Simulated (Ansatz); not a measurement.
CaC6 (R-3m, No. 166) was calculated with r²SCAN (plane waves, PAW; Ansatz, a program for electronic structure).

Numerical settings: plane-wave cutoff 560 eV, 16×16×16 k mesh, Fermi–Dirac smearing 0.05 eV, scalar-relativistic PAW data made under PBE.

Energies at three volumes about the minimum:

```csv
V (Å³/atom),E − E_lowest (meV/atom)
10.122,1.62
10.328,0.00
10.535,1.45
```

### Question
Fit a parabola by hand: where is the minimum, and what is the bulk modulus?

### Answer
Slopes: (0.00 − 1.62)/(10.328 − 10.122) = -7.864 and (1.45 − 0.00)/(10.535 − 10.328) = 7.005 meV/Å³. Curvature E″ = 2 × (7.005 − (-7.864))/(10.535 − 10.122) = 72.005 meV/Å⁶. From the middle of the first interval, the slope vanishes at V0 = 10.2250 − (-7.864)/72.005 = 10.334 Å³/atom. B = V0 E″ = 10.334 × 72.005 meV/Å³ × 0.1602 GPa per meV/Å³ = 119 GPa. The full Birch–Murnaghan fit to all volumes gives V0 = 10.328 Å³/atom and B0 = 118 GPa.

Shape and atoms are relaxed at each volume.

Note: the relaxation could not lower the start's symmetry, so the cell can be a saddle point above a distorted one.
